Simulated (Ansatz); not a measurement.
PdSb (P6_3/mmc), PBEsol, DFPT electron-phonon coupling, linearised Boltzmann equation run with Ansatz (a first-principles code): phonon-limited resistivity 14.2 μΩ·cm at 300 K along x (a = (4.09, 0.00, 0.00) Å; b = (-2.04, 3.54, 0.00) Å; c = (0.00, 0.00, 5.57) Å), 19.1 μΩ·cm at 400 K, current-weighted mean free path 7.6 nm, Drude plasma energy 6.76 eV.

Q: Estimate the resistivity of a 80 nm square wire with diffuse walls from ρ ≈ ρ₀(1 + 3ℓ/4d).

A: 1 + 0.75 × 7.6/80 = 1.07, so ρ ≈ 15.2 μΩ·cm and a line 1 μm long has 23.8 Ω. The formula is the free-electron limit for d well above ℓ; grain boundaries add to it.

Q: Estimate the electronic thermal conductivity at 300 K by the Wiedemann-Franz law (L₀ = 2.44×10⁻⁸ W·Ω/K²).

A: L₀T/ρ = 2.44×10⁻⁸ × 300/(14.2×10⁻⁸) = 51.5 W/(m·K). Inelastic scattering puts the true Lorenz number somewhat under L₀ near and below the Debye temperature.

Q: What Drude relaxation time do resistivity and plasma energy imply?

A: ω_p = 1.03e16 s⁻¹, so τ = 1/(ε₀ ω_p² ρ) = 7.54 fs, a damping ħ/τ of 87.3 meV.

A metal at this level (no band gap). Only scattering by harmonic phonons is included (no impurities, grain boundaries, electron-electron scattering or thermal expansion). Spin-orbit coupling is left out. The squared frequency of the phonon mode least converged on the k mesh is uncertain by about 12 %. Halving the electron mesh (24x24x16) moves the resistivity by up to 4 % at 300 K, the mean free path by up to 3 %. Smearing 0.20 eV; phonons on a 4x4x3 q mesh, which this run doesn't test.

Formula and space group known from diffraction (Crystallography Open Database), not checked to be the room-temperature form: PdSb (P6_3/mmc).
